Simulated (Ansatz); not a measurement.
## BP, response to strain

The parent structure is BP in the zinc blende structure (space group F-43m, No. 216).

```xyz
2
Lattice="0.0000 2.2601 2.2601 2.2601 0.0000 2.2601 2.2601 2.2601 0.0000" Properties=species:S:1:pos:R:3 pbc="T T T"
P      3.3902     3.3902     3.3902
B      0.0000     0.0000     0.0000
```

Cartesian axes are those of the cell as printed.

Strains are applied to the cell and any free atomic positions relax; under biaxial strain the out-of-plane vector relaxes too; under stress the whole cell relaxes.

Levels (all Ansatz, a first-principles code, PAW, earlier PAW set): PBEsol (420 eV, spin-orbit coupling left out); r2SCAN (500 eV, without spin-orbit coupling); HSE06 (420 eV, scalar-relativistic without spin-orbit coupling); PBEsol+SOC (420 eV, noncollinear with spin-orbit coupling); HSE06+SOC (420 eV, noncollinear with spin-orbit coupling).

Band gaps by level, all at the geometries relaxed with PBEsol:

```tsv
case	PBEsol	r2SCAN	HSE06	PBEsol+SOC	HSE06+SOC
base	1.11 eV	1.39 eV	1.94 eV	1.10 eV	1.93 eV
biaxial strain −0.91 %, plane normal [001], relaxed out of plane	0.99 eV	1.27 eV	1.82 eV	0.98 eV	1.80 eV
biaxial strain +1.79 %, plane normal [001], relaxed out of plane	0.77 eV	1.03 eV	1.58 eV	0.77 eV	1.58 eV
uniaxial strain ε_zz = −5.10 %	0.25 eV	0.49 eV	1.04 eV	0.25 eV	1.04 eV
uniaxial strain ε_zz = −1.63 %	0.84 eV	1.11 eV	1.66 eV	0.84 eV	1.66 eV
uniaxial stress, 2 GPa tension along z	1.08 eV	1.36 eV	1.91 eV	1.07 eV	1.89 eV
```

Single points use the geometry relaxed with PBEsol. HSE06 was sampled on its mesh, a few special points and the semilocal edge points, so its gap is an upper bound. The spin-orbit shifts are approximate. Stability under load was not tested beyond the relaxation. A zero or small gap of BP under uniaxial strain ε_zz = −5.10 % can be the functional's error rather than a property of the material.
